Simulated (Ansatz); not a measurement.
## BN, response to strain

The parent structure is BN (space group P6_3/mmc, No. 194; a = 2.5005 Å, c = 6.4117 Å; layered, stacked along the Cartesian z axis). Axes: x lies along a and z along c of the hexagonal cell.

Strains are applied to the cell and any free atomic positions relax.

Calculations: PBEsol-D3(BJ) (Ansatz, a quantum-chemistry and plane-wave program; PAW; 420 eV plane waves; no spin-orbit coupling).

Notes on the quantities. energy relative to the base: free energy F.

| change | band gap | gap character | smallest direct gap | energy relative to the base |
|---|---|---|---|---|
| base | 4.08 eV | – | 4.49 eV | 0 meV/atom |
| tensor shear ε_xz = +0.33 % | 4.08 eV | indirect, k = (0.267, 1/3, 0) in the run's primitive reciprocal basis → V₂ | 4.49 eV | 0.0 meV/atom |
| tensor shear ε_xz = +0.67 % | 4.08 eV | indirect, k = (0.267, 1/3, 0) in the run's primitive reciprocal basis → V₂ | 4.49 eV | 0.0 meV/atom |
| tensor shear ε_xz = +1.67 % | 4.08 eV | indirect, k = (0.400, 0.267, -0.200) in the run's primitive reciprocal basis → V₂ | 4.45 eV | +0.2 meV/atom |
| tensor shear ε_xz = +2.00 % | 4.07 eV | indirect, k = (0.400, 0.267, -0.200) in the run's primitive reciprocal basis → V₂ | 4.42 eV | +0.3 meV/atom |
| tensor shear ε_xz = +1.00 % | 4.08 eV | indirect, k = (0.267, 1/3, 0) in the run's primitive reciprocal basis → V₂ | 4.49 eV | +0.1 meV/atom |
| tensor shear ε_xz = +1.33 % | 4.08 eV | indirect, k = (0.267, 1/3, 0) in the run's primitive reciprocal basis → V₂ | 4.49 eV | +0.1 meV/atom |

Stability against distortions was not tested. k-point labels follow each cell's own Brillouin zone.
